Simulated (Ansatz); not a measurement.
Structures of equal composition on the (110) surface of bcc Ta: a layer of Cr in place of the second plane; a layer of Cr in place of the third plane. The slabs share one bottom face, and each structure is named by its start. These are constructed structures in small cells; real faces may alloy, dewet or reconstruct in larger ones, and not all known structures of the face are among them. Slabs of about 11 Å with all that they carry, Fermi-Dirac smearing of 0.1 eV. Bottom of the slabs: a bare face, its two planes held. Relaxed from the named starts with such symmetry as they have, on meshes of like density; energies extrapolated to zero smearing; no spin-orbit coupling, no U. Spin-polarised runs, if any, are marked in brackets, and their order is one that fits the cell; the others ran without spin.

Level of theory: PBE (plane waves to 420 eV, PAW; Ansatz, a quantum-chemistry and plane-wave program).

Question: Rank these by energy per 1x1 cell (lowest first), as PBE gives it.

Answer: a layer of Cr in place of the third plane (0.000 eV [spin start, no net moment]), a layer of Cr in place of the second plane (0.033 eV [spin start, no net moment])
